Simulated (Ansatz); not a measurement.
Partial pair distribution functions of a relaxed model of amorphous Bi8Ge6O24, broadened by 0.06 Å; density 6.50 g/cm³. Level of theory: PBE, scalar-relativistic without spin-orbit coupling (plane waves to 420 eV, PAW; Ansatz, a quantum-chemistry and plane-wave program).

The cell was made by melting and quenching with the CHGNet potential and then relaxed with DFT. O atoms were pushed apart under 1.9 Å during the dynamics, to hinder bonds among them. The hot cell started wider than the set density and was brought back towards it in steps. It is the lowest in DFT energy of 2 quenches. It is a model cell: composition and starting density were chosen by hand, and all elements were melted together. No dispersion term was used. Its density started from a set value of 6.93 and ended at 6.50 g/cm³. The simulated quench (nominally 210 K/ps over its main leg) is rapid and tends to freeze in more defects than a deposited or slowly cooled glass has. A cell of this size samples the disorder only roughly. Volume and shape were free in the relaxation.

```tsv
r (Å)	g Bi-O	g Ge-O	g Bi-Bi	g O-O
1.55	0.00	0.02	0.00	0.00
1.65	0.00	1.66	0.00	0.00
1.75	0.00	12.46	0.00	0.00
1.85	0.00	10.34	0.00	0.00
1.95	0.02	2.30	0.00	0.00
2.05	0.79	1.00	0.00	0.00
2.15	4.16	0.09	0.00	0.00
2.25	5.18	0.00	0.00	0.00
2.35	3.10	0.00	0.00	0.00
2.45	2.19	0.00	0.00	0.14
2.55	1.34	0.00	0.00	0.82
2.65	1.06	0.00	0.00	1.24
2.75	1.37	0.00	0.00	1.90
2.85	0.81	0.00	0.00	2.45
2.95	0.55	0.00	0.00	2.64
3.05	0.67	0.00	0.00	2.31
3.15	0.52	0.02	0.00	1.54
3.25	0.18	0.28	0.00	1.34
3.35	0.67	0.46	0.00	0.81
3.45	0.63	0.66	0.16	1.09
3.55	0.21	0.56	1.16	0.97
3.65	0.40	0.80	2.07	0.97
3.75	0.48	1.44	2.37	0.78
3.85	0.38	1.37	2.67	1.10
3.95	0.64	0.86	3.22	0.96
4.05	1.00	0.78	2.34	0.64
```

Within 2.94 Å each Bi has 5.38 O neighbours on average.
